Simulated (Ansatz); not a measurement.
Consider the following.

```
CELL_PARAMETERS angstrom
      3.90052     0.00000     0.00000
      0.00000     3.90052     0.00000
      0.00000     0.00000     3.90052
ATOMIC_POSITIONS crystal
  Sr 0.00000 0.00000 0.00000
  Ti 0.50000 0.50000 0.50000
  O  0.00000 0.50000 0.50000
  O  0.50000 0.50000 0.00000
  O  0.50000 0.00000 0.50000
```

No spin polarisation.

The values are results of Kohn–Sham DFT with the PBE functional, run in Ansatz (a quantum-chemistry and plane-wave program) with PAW and 420 eV plane waves, spin-orbit coupling left out, earlier PAW set, not measurements. Γ-centred 8×8×8 mesh, Fermi–Dirac width 0.05 eV.

Task: Predict the gap character, band gap and width of the top valence band.

Result: 
```json
{
  "gap_character": "indirect, R → Γ",
  "band_gap": "1.90 eV",
  "width_of_the_top_valence_band": "1.03 eV"
}
```

Load acts through the strain it causes; cell and atoms are relaxed under it. Whether these cells are dynamically stable was not tested. No other phases were tried under pressure. All final runs are without spin polarisation. The cell was made from SrTiO$_{3}$ in the cubic perovskite structure (space group Pm-3m, No. 221) by this change: pressure 5 GPa. Many cubic perovskites are stable only at high temperature; tilts and polar distortions were not tested.
